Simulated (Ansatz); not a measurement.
## What B → Ga does to YB2C2

Start from YB2C2 (space group P4_2/mmc, No. 131; a = 3.781 Å, c = 7.068 Å; a cell from a computed database, its experimental status unchecked).

The change: Ga takes the place of B on all its sites, then cell and atoms are relaxed.

Calculations: Kohn–Sham DFT with the PBEsol functional, run in Ansatz (a program for electronic structure) with PAW and 420 eV plane waves, scalar-relativistic without spin-orbit coupling. Γ-centred 10×10×7 mesh, Fermi–Dirac width 0.05 eV, for the changed cell.

The volume per atom rises by 5.152 Å³ to 15.26 Å³ and the density goes up by 1.07 g/cm³ (4.42 g/cm³ → 5.49 g/cm³). The lattice parameter a increases by 0.8015 Å (3.781 Å → 4.582 Å) and the c/a ratio decreases by 0.284, from 1.870 to 1.586. The shortest interatomic distance drops by 0.0474 Å (1.417 Å → 1.369 Å) and the band gap is still zero.

Final structure:

```
CELL_PARAMETERS angstrom
      4.58216     0.00000     0.00000
      0.00000     4.58216     0.00000
      0.00000     0.00000     7.26572
ATOMIC_POSITIONS crystal
  Y  0.00000 0.00000 0.75000
  Y  0.00000 0.00000 0.25000
  Ga 0.23692 0.50000 0.00000
  Ga 0.76308 0.50000 0.00000
  Ga 0.50000 0.23692 0.50000
  Ga 0.50000 0.76308 0.50000
  C  0.50000 0.14942 0.00000
  C  0.50000 0.85058 0.00000
  C  0.85058 0.50000 0.50000
  C  0.14942 0.50000 0.50000
```

Cost of the whole job for the changed cell (relaxation, final SCF and bands): very roughly 9 core-minutes.

Whether these cells are dynamically stable was not tested. As relaxed here, YGa2C2 is a hypothetical phase, not in the database extracts checked. All final runs are without spin polarisation. YGa2C2 has a high density of states at the Fermi level and may be magnetic at this level.
